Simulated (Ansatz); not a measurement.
The parent structure is a 30-atom supercell of TiB2 (space group P6/mmm, No. 191; a = 3.0174 Å, c = 3.1851 Å) at its relaxed geometry.

Method: PBEsol (Ansatz, a program for electronic structure; PAW; 420 eV plane waves; no spin-orbit coupling).

One neutral defect a cell, atoms relaxed at fixed cell.

One change was made to it. Results:

| quantity | base | after |
|---|---|---|
| pressure | 0.0 GPa | 9.6 GPa |
| largest displacement of a host atom from its site in the perfect cell | – | 0.33 Å |

### Question
Which of these changes matches the shifts?
A. B interstitial (started 1.53 Å from the nearest host atom)
B. B on a Ti site (antisite)
C. Ca on a Ti site

### Answer
A, B interstitial (started 1.53 Å from the nearest host atom). For comparison, the pressure in the other runs: Ca on a Ti site gives 8.2 GPa; B on a Ti site (antisite) gives -0.9 GPa.

In so small a cell the defect repeats every few ångströms: this is an ordered compound, not a dilute defect. A case with no gap was solved on a k-mesh chosen for an insulator, which is coarse for it. All final runs are without spin polarisation.
